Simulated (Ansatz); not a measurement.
Results of PBE-D3(BJ) (Ansatz, a first-principles code, plane waves, PAW) for C11b WSi2.

Numerical settings: plane-wave cutoff 520 eV, 24×24×24 k mesh, Fermi–Dirac smearing 0.05 eV, no spin polarisation, scalar-relativistic PAW data made under PBE.

Response to compression and expansion:

Shape and atoms are relaxed at each volume.

```
V (Å³/atom)  P (GPa)  c (Å)  a (Å)
-----------  -------  -----  -----
12.720         10.42  7.710  3.146
12.985          4.93  7.754  3.170
13.250          0.00  7.798  3.193
13.515         -4.43  7.842  3.216
13.780         -8.41  7.886  3.238
```

Note: the bulk modulus comes from volumes at which shape and atoms were relaxed.
